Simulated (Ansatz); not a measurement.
1T (CdI2-type) CaI₂, treated with r²SCAN-D4 (Ansatz, an electronic-structure program, PAW).

Numerical settings: plane-wave cutoff 500 eV, 12×12×6 k mesh (along the axes of the cell as run), gaussian smearing 0.02 eV, scalar-relativistic PAW data made under PBE.

Cell (relaxed at this level):

```xyz
3
Lattice="4.4925 0.0000 0.0000 -2.2463 3.8906 0.0000 0.0000 0.0000 7.0430" Properties=species:S:1:pos:R:3 pbc="T T T"
Ca     0.0000     0.0000     0.0000
I      0.0000     2.5937     1.7638
I      2.2463     1.2969     5.2791
```

Q: Predict the band gap.

A: 
band gap: 4.01 eV (on the SCF k mesh)

Spin–orbit coupling is not included; with these elements it can move the gap by several tenths of an eV or more.

The computed numbers hold no vibrational or temperature effects.
